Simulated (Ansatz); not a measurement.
## What tensor shear ε_xy = +0.86 % does to NaCl

Start from NaCl in the rock salt structure (space group Fm-3m, No. 225; a = 5.6015 Å). Axes: x, y, z lie along the cube axes.

One thing is altered: a pure shear with ε_xy = ε_yx = 0.0086, atoms relaxed at fixed cell.

Computed with plane-wave PAW DFT at the PBEsol level (Ansatz, a program for electronic structure, 420 eV), without spin-orbit coupling. k-mesh 10×10×10 (Γ-centred); smearing 0.05 eV (Fermi–Dirac).

- Volume per atom: 21.97 Å³ (base 21.97 Å³)
- Space group: Immm (No. 71) (base Fm-3m (No. 225))
- Shortest interatomic distance: 2.801 Å (base 2.801 Å)
- Energy relative to the base (free energy F): +0.2 meV/atom
- Pressure (mean of the normal stresses, compression positive): 0.01 GPa (base 0.01 GPa)
- Band gap: 4.98 eV (base 5.01 eV)
- Gap character: direct at Γ (base direct at Γ)
- Electron mass: 0.39 mₑ (at Γ) (base 0.39 mₑ (at Γ))
- Valence-band top at Γ (three highest levels, from the VBM): 0.00, -0.03, -0.07 eV (base 0.00, 0.00, 0.00 eV)
- Stress (xx, yy, zz, yz, xz, xy; compression positive): (0.01, 0.01, 0.00, 0.00, 0.00, -0.21) GPa

Final structure:

```
CELL_PARAMETERS angstrom
      0.02409     2.80073     2.80073
      2.80073     0.02409     2.80073
      2.82482     2.82482     0.00000
ATOMIC_POSITIONS crystal
  Na 0.00000 0.00000 0.00000
  Cl 0.50000 0.50000 0.50000
```

Cost of the whole job for the changed cell (relaxation, final SCF and bands): about 23 core-seconds (a rough figure).

The cells carry an imposed strain or load. Effective masses come from finite differences of ±0.01 Å⁻¹. No phonon test of stability was made. Labels are those of the standard path for the cell's own space group.
